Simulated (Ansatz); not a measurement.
The starting structures come from a database of crystals and need not be the phases stable at ambient conditions.

The decay constant κ of evanescent states in the gap governs leakage through a thin film.

Given:

```
CELL_PARAMETERS angstrom
      4.65185     0.00000     0.00000
      0.00000    14.49661     0.00000
      2.32592     7.24831     2.32592
ATOMIC_POSITIONS crystal
  Cs 0.00000 0.64337 0.00000
  Cs 0.00000 0.35663 0.00000
  Hg 0.00000 0.00000 0.00000
  F  0.00000 0.84464 0.00000
  F  0.00000 0.15536 0.00000
  F  0.50000 0.50000 0.00000
  F  0.50000 0.00000 0.00000
```

Space group of this cell: I4/mmm. The cell is taken as given.

Transport runs along the normal of the first two printed cell vectors, the (100) plane of the conventional cell.

The gap is the functional's own. No spin-orbit coupling. Mid-gap values are interpolated on the energy grid.

Task: State the band gap and the smallest decay constant κ at mid-gap according to r2SCAN run with Ansatz (a first-principles code).

Result: Gap 2.57 eV on a 14×14×14 mesh; κ = 0.404 1/Å, at (0.500, 0.500) of the in-plane reciprocal vectors. At the zone centre, at the nearest computed energy, the slowest state has κ = 0.43 1/Å.
